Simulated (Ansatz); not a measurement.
We consider Ca(OH)₂ (P-3m1, No. 164), described by LDA (plane waves, PAW; Ansatz, an electronic-structure program).

Run with plane-wave cutoff 500 eV, 12×12×6 k mesh (along the axes of the cell as run), gaussian smearing 0.02 eV, scalar-relativistic PAW data made under PBE.

Computed at the level's own relaxed cell.

Q: Predict the volume per atom, equilibrium lattice constant a, c axis length and band gap.

A: 
- volume per atom = 9.79 Å³/atom
- equilibrium lattice constant a = 3.498 Å
- c axis length = 4.620 Å
- band gap = 4.35 eV (on the SCF k mesh)

Note: the relaxation could not lower the start's symmetry, so the cell can be a saddle point above a distorted one; the volume lies 11 % below that of the published cell.

The computed numbers hold no vibrational or temperature effects.

Cost on a shared machine: about 27 core-seconds (a rough figure).
